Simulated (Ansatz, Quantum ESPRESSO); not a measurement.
SrLaCoO4 (I4mm, 7 atoms in the cell) computed with different codes at matched settings

Self-consistent single point.

```
SrLaCoO4
1.0
   -1.92881     1.92881     6.30079
    1.92881    -1.92881     6.30079
    1.92881     1.92881    -6.30079
Sr La Co O
1 1 1 4
Cartesian
  0.00000   0.00000   8.08290
  0.00000   0.00000   4.51829
  0.00000   0.00000   0.03629
  0.00000   1.92882   6.22883
  1.92881   0.00000   6.22883
  0.00000   0.00000  10.54084
  0.00000   0.00000   2.16936
```
Moments meant for the start (each program seeds them in its own way; μB, in the order of the atoms Sr La Co O O O O): 0.0 0.0 3.0 0.0 0.0 0.0 0.0.

All programs got the same cell, k-point mesh and kind of occupations, and the same starting moments (in Ansatz's words: kpoints.mp_grid.grid = 5 5 5; magnetization.spin_polarized = true; scf.occupations.method = fermi_dirac; scf.occupations.width = 0.02 eV); potentials, basis and cutoffs are each program's usual ones.

```csv
code,model,pressure (GPa),largest force (eV/Å),size of the net moment (μB/atom),cutoff
Ansatz,"PBEsol, PAW files made with PBE",-10.90,0.720,0.11,420 eV
Quantum ESPRESSO,"PBEsol, PseudoDojo standard norm-conserving (PBESOL) pseudopotentials",-8.24,0.310,0.34,110 Ry
```

Size of the force on each atom (eV/Å): Sizes of forces hide their directions.

```csv
code,Sr1,La2,Co3,O4,O5,O6,O7
Ansatz,0.350,0.649,0.209,0.221,0.221,0.654,0.720
Quantum ESPRESSO,0.107,0.199,0.310,0.123,0.123,0.009,0.036
```

The net moments differ, which can mean other magnetic states; other values may part for that reason too.

The spread over the programs that give each value: pressure within 2.66 GPa; largest force within 0.410 eV/Å; size of the net moment within 0.23 μB/atom.

The starting cell comes from a database of computed structures (which also holds hypothetical and non-ambient phases and stackings), without a prior relaxation at this level. On Ansatz's run: The moments shrank to a small part of their start, a low-spin state that need not be the lowest. With a pressure of about -11 GPa the cell is away from its equilibrium volume at this level.

Why do the programs differ, and what cannot be compared?

Differences of this kind can come from the potentials, where these differ, and from what each basis and cutoff leave unconverged. The zero of total energies and Fermi levels follows the potentials and each program's conventions, so they are not compared here. Ansatz's pressure is given at a fixed set of plane waves, as the other plane-wave codes print theirs; with its correction for the finite basis it is -10.54 GPa (the shift of 0.36 GPa shows how far the cutoff is from converged). Site moments depend on each program's spheres or projections; the total moment of the cell does not.

Left out of this page: ABINIT and FLEUR (stopped by limits of time or memory); SIESTA (unsound by tests on forces, stress, charge or solver warnings).

Ansatz is a first-principles code.

Keys are those of Ansatz 0.2.
